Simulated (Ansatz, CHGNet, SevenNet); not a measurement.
GaN (model structure, started from the WC type, P-6m2, No. 187, 2 atoms in the cell): lattice constant a by level of theory

No measured value is used here.

| level (code) | value (Å) |
|---|---|
| CHGNet 0.3.0 | 2.972 |
| SevenNet-0 | 2.962 |
| LDA (Ansatz) | 2.912 |
| PBE (Ansatz) | 2.980 |
| PBEsol (Ansatz) | 2.940 |
| PBE-D3(BJ) (Ansatz) | 2.951 |
| r²SCAN (Ansatz) | 2.936 |
| r²SCAN+rVV10 (Ansatz) | 2.928 |

Cutoffs differ between the levels. Ansatz's density-functional and Hartree–Fock values are scalar-relativistic unless marked +SOC, with PAW data made under PBE.

Machine-learned potentials (CHGNet 0.3.0, SevenNet-0) are trained on DFT data: a solid inside that data is no test of them.

A model structure was made by putting elements into a prototype or built by hand; it is no filed structure, need not be a known phase, and can be a saddle point held by its symmetry.

Ansatz is a first-principles code.
